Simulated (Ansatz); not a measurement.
# The (115) surface of diamond, 2 pairs of surface atoms bonded, one H, on a one-bond C at depth 0.5 Å (bottom of the slab: built like the top, H on every dangling bond, free)

Calculation: PBE (plane waves to 420 eV, PAW; Ansatz, an electronic-structure program).

Set-up: 63 atoms, 10.9 Å thick at the start with caps and adatoms (thin: gaps and levels are the slab's own); mesh 5x4x1; 0.025 eV smearing; dipole correction on; 12 atoms held, the rest relaxed; no symmetry held; spin-polarised, ending with about 1.0 μB a cell; orders that need a larger cell were not tried, no spin-orbit, no U. In PBE it lies 0.32 eV a 1x1 cell over the lowest computed structure of the same composition (2 pairs of surface atoms bonded, one H, on a paired C at depth 0.7 Å).

```json
{
  "gap_of_the_slab_on_its_k_mesh": "0.87 eV",
  "highest_filled_level_below_the_top_vacuum_level": "4.96 eV",
  "energy_released_by_relaxation": "8.52 eV",
  "magnetic_moment_of_the_cell": "1.00 μB",
  "cost": "around 50 core-minutes (rough)"
}
```
